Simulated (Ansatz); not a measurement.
**A computed series for MoSe2: carrier doping**

Base system: MoSe₂ (space group P6_3/mmc, No. 194; a = 3.277 Å, c = 12.732 Å; layered, stacked along the Cartesian z axis).

Carriers are added at fixed cell with a uniform background; the Fermi–Dirac width is that of 300 K.

Level of theory: PBE-D3(BJ), PAW, 420 eV (Ansatz, an electronic-structure program; no spin-orbit coupling).

Notes on the quantities. Fermi level from band edge: Fermi level relative to the doped band's edge (positive inside the band; to 0.05 eV).

```csv
variant,Fermi level from band edge,gap between the host's bands
undoped,–,0.74 eV
electrons 2.0×10^21 cm⁻³,+0.30 eV,0.72 eV
electrons 3.0×10^21 cm⁻³,+0.40 eV,0.72 eV
electrons 5.0×10^21 cm⁻³,+0.50 eV,___
holes 2.0×10^21 cm⁻³,+0.40 eV,0.77 eV
holes 3.0×10^21 cm⁻³,+0.50 eV,0.77 eV
holes 5.0×10^21 cm⁻³,+0.60 eV,0.77 eV
```

Q: What belongs in the blanks?

A: 
- electrons 5.0×10^21 cm⁻³, gap between the host's bands: 0.70 eV

Charged cell with a jellium background: band edges are those of the host's band count, energies are not comparable with the neutral cell, and many-body gap narrowing is missing. Semilocal Kohn–Sham gaps tend to fall short of experiment. Whether these cells are dynamically stable was not tested.
